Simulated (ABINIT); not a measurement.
Worked example: self-consistent single point of RbCoCuS₂ (I-4m2, 5 atoms in the cell) in ABINIT

Computed with PBEsol, PAW (JTH v2.0 PBE PAW, files made for PBE) (plane waves; ABINIT).

Input:

```
# RbCoCuS2, JTH v2.0 PBE PAW
pp_dirpath "./"
pseudos "Rb.GGA_PBE-JTH.xml, Co.GGA_PBE-JTH.xml, Cu.GGA_PBE-JTH.xml, S.GGA_PBE-JTH.xml"
acell 13.3789858943 13.3789858943 13.3789858943
rprim
        -0.2759449388    0.2759449388    0.9207110196
         0.2759449388   -0.2759449388    0.9207110196
         0.2759449388    0.2759449388   -0.9207110196
natom 5
ntypat 4
znucl 37 27 29 16
typat 1 2 3 4 4
xred
         0.0000000000    0.0000000000    0.0000000000
         0.7500000000    0.2500000000    0.5000000000
         0.2500000000    0.7500000000    0.5000000000
         0.6595800000    0.6595800000    0.0000000000
         0.3404200000    0.3404200000    0.0000000000
ecut 816 eV
pawecutdg 1633 eV
pawxcdev 0
ixc -116133
nsppol 2
spinat
      0 0 0
      0 0 3
      0 0 0
      0 0 0
      0 0 0
occopt 6
tsmear 0.1 eV
nband 39
kptopt 1
ngkpt 6 6 6
nshiftk 1
shiftk 0 0 0
nstep 50
tolvrs 1.0e-10
prtwf 0
prtden 0
enunit 1
```

The program printed (abridged):

```
 Symmetries : space group I-4 m 2 (#119); Bravais tI (body-center tetrag.)

 -outvars: echo values of preprocessed input variables --------
            acell      1.3378985894E+01  1.3378985894E+01  1.3378985894E+01 Bohr
             ecut      2.99874495E+01 Hartree
           enunit           1
              ixc     -116133
         kptrlatt        6    0    0      0    6    0      0    0    6
          kptrlen      4.43023613E+01
            natom           5
            nband          39
            ngfft          72      72      72
          ngfftdg          96      96      96
             nkpt          30
           nspden           2
           nsppol           2
            nstep          50
             nsym           8
           ntypat           4
           occopt           6
        pawecutdg      6.00116484E+01 Hartree
         pawxcdev           0
            rprim     -2.7594493880E-01  2.7594493880E-01  9.2071101960E-01
                       2.7594493880E-01 -2.7594493880E-01  9.2071101960E-01
                       2.7594493880E-01  2.7594493880E-01 -9.2071101960E-01
          spgroup         119
           spinat      0.0000000000E+00  0.0000000000E+00  0.0000000000E+00
                       0.0000000000E+00  0.0000000000E+00  3.0000000000E+00
                       0.0000000000E+00  0.0000000000E+00  0.0000000000E+00
                       0.0000000000E+00  0.0000000000E+00  0.0000000000E+00
                       0.0000000000E+00  0.0000000000E+00  0.0000000000E+00
           tolvrs      1.00000000E-10
           tsmear      3.67493254E-03 Hartree
            typat      1  2  3  4  4
           useylm           1
             xred      0.0000000000E+00  0.0000000000E+00  0.0000000000E+00
                       7.5000000000E-01  2.5000000000E-01  5.0000000000E-01
                       2.5000000000E-01  7.5000000000E-01  5.0000000000E-01
                       6.5958000000E-01  6.5958000000E-01  0.0000000000E+00
                       3.4042000000E-01  3.4042000000E-01  0.0000000000E+00
            znucl       37.00000   27.00000   29.00000   16.00000

== DATASET  1 ==================================================================

 Real(R)+Recip(G) space primitive vectors, cartesian coordinates (Bohr,Bohr^-1):
 R(1)= -3.6918634  3.6918634 12.3181797  G(1)=  0.0000000  0.1354330  0.0405904
 R(2)=  3.6918634 -3.6918634 12.3181797  G(2)=  0.1354330  0.0000000  0.0405904
 R(3)=  3.6918634  3.6918634-12.3181797  G(3)=  0.1354330  0.1354330  0.0000000
 Unit cell volume ucvol=  6.7158005E+02 bohr^3
 Angles (23,13,12)=  1.47963331E+02  1.47963331E+02  4.59394991E+01 degrees

 Coarse grid specifications (used for wave-functions):

 getcut: wavevector=  0.0000  0.0000  0.0000  ngfft=  72  72  72
         ecut(hartree)=     29.987   => boxcut(ratio)=   2.18449

 Fine grid specifications (used for densities):

 getcut: wavevector=  0.0000  0.0000  0.0000  ngfft=  96  96  96
         ecut(hartree)=     60.012   => boxcut(ratio)=   2.05795

   6.18249173E+03                                ecore*ucvol(ha*bohr**3)

_setup2: Arith. and geom. avg. npw (full set) are    5268.421    5268.405

--- !BeginCycle
solver: {iscf: 17, nstep: 50, nline: 4, wfoptalg: 10, }
tolerances: {tolvrs: 1.00E-10, }
...

     iter   Etot(hartree)     deltaE(h) residm    nres2    magn
 ETOT  1  -385.97578299484    -3.86E+02 3.20E+01 1.64E+03 2.738
 ETOT  2  -391.53407560641    -5.56E+00 2.32E-01 5.15E+03 0.076
 ETOT  3  -389.44020870084     2.09E+00 4.66E-01 9.80E+02 0.628
 ETOT  4  -389.24824948683     1.92E-01 3.37E-01 1.96E+02 2.678
 ETOT  5  -389.32742149745    -7.92E-02 2.67E-01 1.10E+03 0.796
 ETOT  6  -389.22719841844     1.00E-01 1.44E-01 2.23E+01 2.405
   [... 18 lines left out ...]
 ETOT 25  -389.24533280542    -4.21E-10 3.33E-04 2.83E-08 2.572
 ETOT 26  -389.24533280544    -2.15E-11 7.42E-04 3.49E-09 2.572
 ETOT 27  -389.24533280544    -2.39E-12 3.21E-04 1.58E-09 2.572
 ETOT 28  -389.24533280544    -3.24E-12 7.14E-04 1.93E-09 2.572
 ETOT 29  -389.24533280544     8.53E-13 2.94E-04 9.77E-11 2.572

 At SCF step   29       nres2   =  9.77E-11 < tolvrs=  1.00E-10 =>converged.

 Cartesian components of stress tensor (hartree/bohr^3)
  sigma(1 1)=  5.05247645E-05  sigma(3 2)=  0.00000000E+00
  sigma(2 2)=  5.05247645E-05  sigma(3 1)=  0.00000000E+00
  sigma(3 3)= -2.44030857E-05  sigma(2 1)=  0.00000000E+00

 Integrated electronic and magnetization densities in atomic spheres:
 Radius=ratsph(iatom), smearing ratsm=  0.0000. Diff(up-dn)=approximate z local magnetic moment.
 Atom    Radius    up_density   dn_density  Total(up+dn)  Diff(up-dn)
    1   2.31325     3.449636     3.443365      6.893001     0.006272
    2   2.10903     8.666562     6.831342     15.497904     1.835220
    3   2.00090     8.778065     8.618979     17.397043     0.159086
    4   1.90380     1.863753     1.721966      3.585719     0.141787
    5   1.90380     1.863753     1.721966      3.585719     0.141787
  Sum:             24.621769    22.337617     46.959386     2.284152
 Total magnetization (from the atomic spheres):             2.284152
 Total magnetization (exact up - dn):                       2.572280

 ----iterations are completed or convergence reached----

 reduced coordinates (array xred) for    5 atoms
       0.000000000000      0.000000000000      0.000000000000
       0.750000000000      0.250000000000      0.500000000000
       0.250000000000      0.750000000000      0.500000000000
       0.659580000000      0.659580000000      0.000000000000
       0.340420000000      0.340420000000      0.000000000000
 cartesian forces (eV/Angstrom) at end:
    1      0.00000000000000     0.00000000000000     0.00000000000000
    2     -0.00000000000000     0.00000000000000     0.00000000000000
    3      0.00000000000000     0.00000000000000     0.00000000000000
    4     -0.00000000000000    -0.00000000000000    -0.43794574827186
    5      0.00000000000000    -0.00000000000000     0.43794574827186
 frms,max,avg= 1.5991518E-01 4.3794575E-01   0.000E+00  0.000E+00  0.000E+00 e/A
 length scales= 13.378985894300 13.378985894300 13.378985894300 bohr
              =  7.079854409311  7.079854409311  7.079854409311 angstroms
 Fermi (or HOMO) energy (eV) =   5.23019   Average Vxc (eV)=  -9.95681
 Eigenvalues (   eV  ) for nkpt=  30  k points, SPIN UP:
 kpt#   1, nband= 39, wtk=  0.00463, kpt=  0.0000  0.0000  0.0000 (reduced coord)
-107.38428  -90.54554  -64.92153  -64.91715  -64.91715  -54.09248  -54.09248  -53.73488
 -22.10102   -9.33381   -8.32361   -6.08215   -6.03449   -6.03449   -0.65161    0.11444
   0.22292    0.22292    0.63639    0.63639    1.31536    2.47444    2.80114    3.24717
   3.24717    3.46688    3.50092    5.43716    5.43716    5.49157    6.68243    8.23927
   8.44442    8.56322    9.74886   11.58492   11.58492   12.75569   13.66054
 prteigrs : prtvol=0 or 1, do not print more k-points.

 Eigenvalues (   eV  ) for nkpt=  30  k points, SPIN DOWN:
 kpt#   1, nband= 39, wtk=  0.00463, kpt=  0.0000  0.0000  0.0000 (reduced coord)
-107.18054  -88.42358  -64.73131  -64.71613  -64.71613  -51.95504  -51.95504  -51.80703
 -22.09377   -9.13099   -8.11106   -6.05192   -6.02248   -6.02248   -0.37111    0.52095
   0.52095    0.52496    1.04552    1.04552    1.77789    2.67361    3.64571    3.89800
   3.89800    4.66921    4.86153    6.41405    6.58475    6.58475    6.82609    8.38511
   8.79967    8.90561    9.95728   11.74696   11.74696   12.91767   13.76536
 prteigrs : prtvol=0 or 1, do not print more k-points.

--- !EnergyTerms
comment             : Components of total free energy in Hartree
kinetic             :  4.04654744434594E+01
hartree             :  1.69577904462873E+02
xc                  : -1.95747450049330E+01
Ewald energy        : -1.60128962337467E+02
psp_core            :  9.20588951722448E+00
local_psp           : -4.22784135703318E+02
spherical_terms     : -6.00690557879868E+00
internal            : -3.89245480200960E+02
'-kT*entropy'       :  1.46813187282817E-04
total_energy        : -3.89245333387773E+02
total_energy_eV     : -1.05919041825284E+04
...

-Cartesian components of stress tensor (GPa)         [Pressure= -7.5167E-01 GPa]
- sigma(1 1)=  1.48648964E+00  sigma(3 2)=  0.00000000E+00
- sigma(2 2)=  1.48648964E+00  sigma(3 1)=  0.00000000E+00
- sigma(3 3)= -7.17963447E-01  sigma(2 1)=  0.00000000E+00

 Calculation completed.
```

The run converged in 29 iterations.

The starting cell comes from a database of computed structures (which also holds hypothetical and non-ambient phases and stackings), without a prior relaxation at this level. With one magnetic atom in the cell only a parallel order is possible. The potentials were made for another functional than the one used.

Cost on one core of a shared machine: roughly 60 min.
